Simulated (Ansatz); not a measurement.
The starting structures come from a database of crystals and need not be the phases stable at ambient conditions.

 Where the default PAW files enter, the runs use the earlier of Ansatz's two default sets.

Tunnelling through a barrier is set by its complex band structure: the current falls as exp(−2κd) with the smallest κ.

Data:

```yaml
crystal:
  lattice:
    - [4.88629, 0.00000, 0.00000]
    - [-2.44315, 4.23165, 0.00000]
    - [2.44315, 1.41055, 4.32403]
  atoms:
    - { symbol: Li, position: [0.00000, 0.50000, 0.50000] }
    - { symbol: As, position: [0.00000, 0.00000, 0.00000] }
    - { symbol: F, position: [0.46192, 0.35002, 0.76731] }
    - { symbol: F, position: [0.53808, 0.64998, 0.23269] }
    - { symbol: F, position: [0.88267, 0.11190, 0.76731] }
    - { symbol: F, position: [0.11733, 0.88810, 0.23269] }
    - { symbol: F, position: [0.12079, 0.77077, 0.76731] }
    - { symbol: F, position: [0.87921, 0.22923, 0.23269] }
```

Space group of this cell: R-3. The cell is taken as given.

Transport runs along the normal of the first two printed cell vectors, the (001) plane of the conventional cell.

The gap is the functional's own. No spin-orbit coupling. Mid-gap values are interpolated on the energy grid.

**Question.** State the band gap and the smallest decay constant κ at mid-gap according to r2SCAN run with Ansatz (a first-principles code).

**Answer.** Gap 6.64 eV on a 8×8×8 mesh; κ = 0.569 1/Å, at the zone centre.
